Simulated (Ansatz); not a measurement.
The parent structure is Ga2S3 (space group Imm2, No. 44; a = 3.6492 Å, b = 11.0254 Å, c = 5.2910 Å; a cell from a computed database, its experimental status unchecked).

Levels (all Ansatz, an electronic-structure program, PAW): PBEsol (420 eV, without spin-orbit coupling); r2SCAN (500 eV, no spin-orbit coupling).

The geometry is relaxed with PBEsol.

| Item | Result |
|---|---|
| PBEsol lowest conduction level above the VBM at special points | Γ 1.37 eV; Λ₀ 1.74 eV; G₀ 1.74 eV; S 1.82 eV |
| PBEsol smallest direct gap | 1.49 eV |
| PBEsol pressure | 0.00 GPa |

Problem. What does r2SCAN give at this geometry for the lowest conduction level above the VBM at special points, smallest direct gap and pressure?

Solution. The lowest conduction level above the VBM at special points goes from Γ 1.37 eV; Λ₀ 1.74 eV; G₀ 1.74 eV; S 1.82 eV to Γ 1.96 eV; Λ₀ 2.27 eV; G₀ 2.27 eV; S 2.34 eV; the smallest direct gap goes up by 0.59 eV to 2.08 eV; the pressure goes from zero to 0.56 GPa.

Single points use the geometry relaxed with PBEsol. Their cutoffs differ, which shifts pressures a little. Stability against distortions was not tested.
